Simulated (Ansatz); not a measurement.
Given:

```xyz
3
Lattice="3.5935 0.0000 0.0000 -1.7968 3.1121 0.0000 0.0000 0.0000 5.6928" Properties=species:S:1:pos:R:3 pbc="T T T"
Hf     0.0000     0.0000     0.0000
S      0.0000     2.0747     1.4589
S      1.7968     1.0374     4.2339
```

No spin polarisation.

Method: PBE-D3(BJ) (Ansatz, an electronic-structure program), without spin-orbit coupling. k-mesh 11×11×6 (Γ-centred); smearing 0.05 eV (Fermi–Dirac).

What is the computed band gap?

0.74 eV.

What is the computed valence-band top at Γ (three highest levels, from the VBM)?

0.00, -0.24, -0.24 eV.

What smallest direct gap does the calculation give?

1.74 eV.

Predict the width of the top valence band.

2.20 eV.

With Hf present, leaving out spin-orbit coupling can change the band edges. Load acts through the strain it causes; cell and atoms are relaxed under it. Whether these cells are dynamically stable was not tested. The cell was made from HfS$_{2}$ in the CdI2 type structure (space group P-3m1, No. 164; layered, stacked along the Cartesian z axis) by this change: pressure 0.7 GPa.
